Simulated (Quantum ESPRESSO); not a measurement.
A short convergence ladder for ZrTiTe4 (Pm, 6 atoms in the cell)

```xyz
6
Lattice="6.7722 0.0000 0.0000 0.0000 3.9131 0.0000 -0.0140 0.0000 6.8480" Properties=species:S:1:pos:R:3 pbc="T T T"
Zr     3.3861     1.9566     0.0500
Ti     0.0000     0.0000     0.0000
Te     5.7152     1.9566     1.6917
Te     1.0430     1.9566     5.1563
Te     2.1888     0.0000     1.7505
Te     4.5693     0.0000     5.0975
```

Base method: PBEsol, GBRV 1.5 ultrasoft (PBESOL) pseudopotentials (plane waves; Quantum ESPRESSO).

Base settings: ecutwfc = 50 Ry; ecutrho = 400 Ry; occupations = smearing; smearing = gaussian; degauss = 0.0073499 Ry; potentials = {Zr: zr_pbesol_v1.uspp.F.UPF, Ti: ti_pbesol_v1.4.uspp.F.UPF, Te: te_pbesol_v1.uspp.F.UPF}; K_POINTS = automatic 2 3 2 0 0 0; conv_thr = 1e-09 Ry; mixing_beta = 0.4.

The count of work is k-points × plane waves × bands × iterations; it is no time. 

**The plane-wave cutoff**

Moved along: ecutrho.

The second cell is the first with its lattice scaled by 0.98.

The mesh stays at the base's, so the ladder's end is converged at best in this setting alone.

Only quantities that move along the ladder and can be compared are tabulated.

| ecutwfc | free energy less the last step's (meV/atom) | energy of the compressed cell less the first (meV/atom) | pressure (GPa) | largest difference of a force vector from the last step's (eV/Å) | count of work / last |
|---|---|---|---|---|---|
| 17.5 Ry | 656.76 | -7.44 | -19.36 | 0.067 | 0.084 |
| 22 Ry | 93.94 | -4.26 | -5.42 | 0.014 | 0.14 |
| 50 Ry | 0.78 | -5.62 | -2.30 | 0.000 | 0.51 |
| 75 Ry | 0.00 | -5.64 | -2.31 | 0.000 | 1.0 |

Coarsest ecutwfc that holds the pressure within 0.5 GPa of the last step, with all finer ones: 50 Ry; the step before is off by 3.1 GPa.

Coarsest ecutwfc that holds the energy of the compressed cell less the first within 0.5 meV/atom of the last step, with all finer ones: 50 Ry; the step before is off by 1.4 meV/atom.

Coarsest ecutwfc that holds the forces within 0.005 eV/Å of the last step, with all finer ones: 50 Ry; the step before is off by 0.014 eV/Å.

At the lowest cutoff the pressure lies 17.1 GPa under the last step's, the usual sign of Pulay stress in an incomplete plane-wave basis.

On the base run: the starting cell comes from a database of computed structures (which also holds hypothetical and non-ambient phases and stackings), without a prior relaxation at this level. Its lattice was rescaled by up to half a per cent. One atom was moved a little off its site on purpose. Spin polarisation is off, so a magnetic state, if there is one, cannot be reached. Without a gap this mesh is coarse (it stands for a supercell whose shortest vector is 12 Å).
